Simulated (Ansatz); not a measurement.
The reference is Os in the hcp (Mg type) structure (space group P6_3/mmc, No. 194; a = 2.7294 Å, c = 4.3064 Å).

The other end (x = 1) is W in the hcp (Mg type) structure (space group P6_3/mmc, No. 194; a model cell, its experimental status unchecked): 16.05 Å³/atom, gap zero; this end may not be an ambient phase.

Method: PBEsol/PAW in Ansatz (a quantum-chemistry and plane-wave program), without spin-orbit coupling.

W replaces a fraction x of Os; each row is one arrangement (x, atoms in the cell, starting space group or random), fully relaxed.

One change was made to it. Results:

```tsv
quantity	base	after
deviation of the volume from the linear (Vegard-type) interpolation	–	-0.7 %
mixing energy (to 0.01 eV only: unlike meshes or grids) (against an end that may be hypothetical)	–	-0.07 eV/atom
shortest interatomic distance	2.668 Å	2.700 Å
```

Task: Which of these changes matches the shifts?
A. x(W) = 0.75, 8 atoms, Pmmn
B. x(W) = 0.375, 8 atoms, P1
C. x(W) = 0.625, 8 atoms, Pmm2

Result: A, x(W) = 0.75, 8 atoms, Pmmn. For comparison, the shortest interatomic distance in the other runs: x(W) = 0.625, 8 atoms, Pmm2 gives 2.681 Å; x(W) = 0.375, 8 atoms, P1 gives 2.645 Å.

These are small ordered cells, not random alloys; other orderings at the same x differ. Whether these cells are dynamically stable was not tested. All final runs are without spin polarisation. This is not the structure that W has at room temperature and ambient pressure.
